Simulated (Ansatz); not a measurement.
Functionals compared on NH2 on the 1x1 (110) surface of bcc W, one in a 2x2 cell, started at the site 'bridge W-W (span 2.8 Å)', in Ansatz (plane waves, PAW). The structure was relaxed with PBE; the other rows are single points on it, each with its references at the same level. Cutoff 420 eV (500 eV for r2SCAN).

Set-up: 19 atoms, 6.6 Å thick at the start under the adsorbate (thin: gaps and levels are the slab's own); mesh 6x6x1; 0.1 eV smearing; dipole correction on; 8 atoms held, the rest relaxed; start symmetry kept, larger cells not searched; no spin, no spin-orbit, no U, no dispersion correction. At the end it is bonded to 2 W. In PBE it is, or lies within 0.03 eV of, the lowest of the starts that converged. These notes are the PBE run's. Adsorption energies are against NH3(g) − ½ H2(g). A negative adsorption energy means that the adsorbate is more stable on the surface than in its reference.

| functional | adsorption energy (eV) | work function of the top face (eV) | change of the work function (eV) | rough cost of the single point |
|---|---|---|---|---|
| PBE | -1.08 | 3.49 | -1.33 | – |
| RPBE | -0.84 | 3.38 | -1.31 | about 2.6 core-minutes (a rough figure) |
| r2SCAN | -1.26 | 3.51 | -1.38 | about 5 core-minutes (a rough figure) |

Ansatz is an electronic-structure program.
